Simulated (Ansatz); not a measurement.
## OsSi (space group P2_13, No. 198)

```cif
data_Os4Si4
_chemical_formula_sum 'Si4 Os4'
_space_group_name_H-M_alt 'P213'
_space_group_IT_number 198
_space_group_name_Hall 'P 2ac 2ab 3'
_cell_length_a 4.75781
_cell_length_b 4.75781
_cell_length_c 4.75781
_cell_angle_alpha 90.000
_cell_angle_beta 90.000
_cell_angle_gamma 90.000
loop_
_atom_site_label
_atom_site_type_symbol
_atom_site_symmetry_multiplicity
_atom_site_Wyckoff_symbol
_atom_site_fract_x
_atom_site_fract_y
_atom_site_fract_z
_atom_site_occupancy
Si1 Si 4 a 0.83554 0.83554 0.83554 1
Os1 Os 4 a 0.12359 0.12359 0.12359 1
```

Method: r2SCAN, PAW, 500 eV (Ansatz, an electronic-structure program; no SOC). k-mesh 7×7×7 (Γ-centred); smearing 0.05 eV (Fermi–Dirac).

| Property | Value |
|---|---|
| Volume per atom | 13.46 Å³ |
| Density | 13.46 g/cm³ |
| Band gap | 0.61 eV (uncertain: the edges found on the path are not clean extrema) |
| Total energy | -6018.725 eV/atom (σ→0; compares only within this code and set-up) |

Spin-orbit coupling, missing from the scalar runs, can matter with Os. Stability against distortions was not tested.
